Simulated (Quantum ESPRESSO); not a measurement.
Quantum ESPRESSO run on LiCaMg14 (P1, 16 atoms in the cell): self-consistent single point.

Level of theory: PBEsol, SSSP 1.1.2 efficiency (PBE) pseudopotentials (plane waves; Quantum ESPRESSO 7.5).

```xyz
16
Lattice="6.5263 0.0000 0.0000 -3.2631 5.6519 0.0000 0.0000 0.0000 10.3151" Properties=species:S:1:pos:R:3 pbc="T T T"
Li     0.0410     0.0213     5.1981
Ca    -0.0217    -0.0732    -0.0364
Mg    -1.5741     2.8382    -0.0199
Mg    -0.0204     5.6222    -0.0182
Mg     1.5497     2.8760     0.1022
Mg    -1.5960     2.8535     5.2032
Mg    -0.0044     5.5479     5.1023
Mg     1.5963     2.8321     5.1949
Mg    -1.6061     4.7267     2.6285
Mg     1.6656     4.6856     7.6753
Mg    -0.0237     1.8904     2.6329
Mg    -1.6498     4.7394     7.5856
Mg     1.5887     4.7244     2.6629
Mg     0.0712     1.8931     7.6613
Mg     3.2619     1.8734     2.5772
Mg     3.2481     1.9320     7.7407
```

Reference input (self-consistent single point, DFT, PBEsol, plane waves, SSSP 1.1.2 efficiency (PBE) pseudopotentials): ecutwfc = 40 Ry; ecutrho = 320 Ry; occupations = smearing; smearing = gauss; degauss = 0.0147 Ry; input_dft = pbesol; potentials = {Li: li_pbe_v1.4.uspp.F.UPF, Ca: Ca_pbe_v1.uspp.F.UPF, Mg: Mg.pbe-n-kjpaw_psl.0.3.0.UPF}; K_POINTS = automatic 4 4 3 0 0 0; conv_thr = 1e-08 Ry; mixing_beta = 0.5. This run's input differs from it in these lines:

```diff
@@ -11,4 +11,4 @@
     ntyp = 3,
-    ecutwfc = 40,
-    ecutrho = 320,
+    ecutwfc = 28,
+    ecutrho = 224,
     occupations = 'smearing',
```

Output (repeated stretches shortened):

```
     Self-consistent Calculation

     iteration #  1     ecut=    28.00 Ry     beta= 0.50

     total energy              =    -547.18447245 Ry
     estimated scf accuracy    <       0.95825686 Ry

     iteration #  2     ecut=    28.00 Ry     beta= 0.50

     total energy              =    -546.72857463 Ry
     estimated scf accuracy    <      10.62952735 Ry

     iteration #  3     ecut=    28.00 Ry     beta= 0.50

     total energy              =    -547.67395233 Ry
     estimated scf accuracy    <       0.05654393 Ry

   [... 22 blocks of this kind left out ...]

     iteration # 26     ecut=    28.00 Ry     beta= 0.50

     total energy              =    -547.69965644 Ry
     estimated scf accuracy    <       0.00000002 Ry

     iteration # 27     ecut=    28.00 Ry     beta= 0.50
     c_bands:  1 eigenvalues not converged
     End of self-consistent calculation

     the Fermi energy is     3.4914 ev

!    total energy              =    -547.69965653 Ry
     estimated scf accuracy    <          3.9E-10 Ry
     smearing contrib. (-TS)   =      -0.00719618 Ry
     internal energy E=F+TS    =    -547.69246035 Ry

     convergence has been achieved in  27 iterations

     Forces acting on atoms (cartesian axes, Ry/au):

     atom    1 type  1   force =    -0.00342749   -0.00081890   -0.00450957
     atom    2 type  2   force =     0.00360930    0.01040742    0.00540512
     atom    3 type  3   force =    -0.00160790   -0.00202645   -0.00003854
     atom    4 type  3   force =    -0.00006639    0.00100043   -0.00110431
     atom    5 type  3   force =     0.00107267   -0.00751146   -0.00698707
   [... lines left out ...]

     Total force =     0.034273     Total SCF correction =     0.000018

          total   stress  (Ry/bohr**3)                   (kbar)     P=       -5.80
  -0.00003056   0.00000406   0.00000143           -4.50        0.60        0.21
   0.00000406  -0.00005219   0.00000264            0.60       -7.68        0.39
   0.00000143   0.00000264  -0.00003551            0.21        0.39       -5.22

   JOB DONE.
```

The run converged in 27 iterations. Against the reference run the free energy goes up by 1.6 meV/atom, the pressure hardly changes (-0.49 to -0.58 GPa) and the largest force hardly changes (0.388 to 0.389 eV/Å).

The starting cell comes from a database of computed structures (which also holds hypothetical and non-ambient phases and stackings), without a prior relaxation at this level. Its atoms were displaced at random from the sites of space group no. 187. At the lowered cutoff the pressure carries the error of an incomplete plane-wave basis.

Cost on one core of a shared machine: roughly 6 min.
